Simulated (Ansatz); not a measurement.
# How far to go with the k-point mesh: a (110) slab of NiAl (cut from a parent of space group no. 221; 10 atoms in the cell)

```
CELL_PARAMETERS angstrom
      2.88133     0.00000     0.00000
      0.00000     4.07482     0.00000
      0.00000     0.00000    22.14971
ATOMIC_POSITIONS crystal
  Al 0.50000 0.25000 0.31603
  Ni 0.00000 0.75000 0.31603
  Al 0.50000 0.75000 0.40801
  Ni 0.00000 0.25000 0.40801
  Al 0.50000 0.25000 0.50000
  Ni 0.00000 0.75000 0.50000
  Al 0.50000 0.75000 0.59199
  Ni 0.00000 0.25000 0.59199
  Al 0.50000 0.25000 0.68397
  Ni 0.00000 0.75000 0.68397
```

Level of theory: LDA (PW92), default PAW files made with PBE (plane waves; Ansatz, an electronic-structure program).

Base settings: basis.ecutwfc = 420 eV; kpoints.mp_grid.grid = 8 7 1; hamiltonian.xc = lda; hamiltonian.pseudopotentials = {kind: paw} (the program's default PAW files); scf.occupations.method = fermi_dirac; scf.occupations.width = 0.1 eV.

Only quantities that move along the ladder and can be compared are tabulated.

The count of work is k-points × plane waves × bands × iterations; it is no time. Core times come from one kind of shared machine, to one figure; runs under 30 s give none.

The starting cell has typed, rounded lattice constants, without a prior relaxation at this level. The slab is cut from that crystal, and its faces are unrelaxed. Its lattice was rescaled by up to half a per cent. Spin polarisation is off.

```tsv
kpoints.mp_grid.grid	free energy less the last step's (meV/atom)	largest difference of a force vector from the last step's (eV/Å)	count of work / last	core time / last (rough)
2 2 1	28.62	0.229	0.027	–
3 2 1	-13.39	0.170	0.027	–
3 3 1	10.33	0.158	0.024	–
4 3 1	-4.80	0.052	0.036	–
5 3 1	-3.20	0.073	0.036	–
5 4 1	5.68	0.077	0.055	–
6 5 1	2.08	0.035	0.073	–
7 5 1	0.70	0.021	0.073	–
8 6 1	1.14	0.030	0.11	–
8 7 1	1.75	0.026	0.12	–
10 7 1	0.59	0.011	0.15	–
11 8 1	-0.14	0.015	0.18	–
13 10 1	-0.11	0.004	0.25	0.3
16 11 1	0.05	0.003	0.33	0.4
18 13 1	0.06	0.001	0.42	0.4
21 15 1	0.03	0.000	0.53	0.6
25 18 1	-0.01	0.000	0.79	0.8
29 21 1	0.00	0.000	1.0	1
```

Coarsest kpoints.mp_grid.grid that holds the forces within 0.01 eV/Å of the last step, with all finer ones: 13 10 1, at 0.25 of the last step's count of work and about 0.3 of the last step's time; the step before is off by 0.015 eV/Å.

Coarsest kpoints.mp_grid.grid that holds the free energy within 0.5 meV/atom of the last step, with all finer ones: 11 8 1, at 0.18 of the last step's count of work; the step before is off by 0.59 meV/atom.

Keys are those of Ansatz 0.2.
